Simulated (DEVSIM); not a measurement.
System: W/SiO2/n-Si capacitor, at 300 K.

```
layer (left to right)  material  thickness (nm)  Nd (cm⁻³)
---------------------  --------  --------------  ---------
1                          SiO2            2.00          -
2                            Si            2400     5.8e16
```

Metal gate on the left, work function 4.6 eV. Fixed charge at the semiconductor interface 0 cm⁻² (in units of +e); no interface traps.

The device is made up for the run: typed textbook-type constants, with dimensions and the other settings drawn at random. Values at 300 K; Nc and Nv go as T^1.5, mobilities as T to minus their exponent, the gap by Varshni's rule with the affinity fixed.

```
parameter         SiO2        Si
----------------  ----  --------
gap (eV)             9     1.124
affinity (eV)      0.9      4.05
permittivity       3.9      11.7
Nc (cm⁻³)            -   2.86e19
Nv (cm⁻³)            -    3.1e19
Varshni α (eV/K)     -  0.000473
Varshni β (K)        -       636
```

DEVSIM, 1D Poisson equation in equilibrium, Boltzmann statistics, complete ionisation; no quantum confinement or tunnelling. Metal contacts follow the ideal Schottky-Mott rule: no Fermi-level pinning, no interface dipoles.

The temperature was swept, all else fixed.

```csv
temperature (K),minimum of the low-frequency capacitance (μF/cm²),flat-band voltage (V),threshold voltage (band bending 2φF) (V)
250,0.0777,0.42,-0.53
300,0.0828,0.39,-0.48
350,0.0889,0.36,-0.43
400,0.100,0.32,-0.38
450,0.108,0.29,-0.32
500,0.128,0.25,-0.27
```

From the first row to the last the minimum of the low-frequency capacitance goes from 0.0777 to 0.128. From the first row to the last the flat-band voltage goes from 0.42 to 0.25.
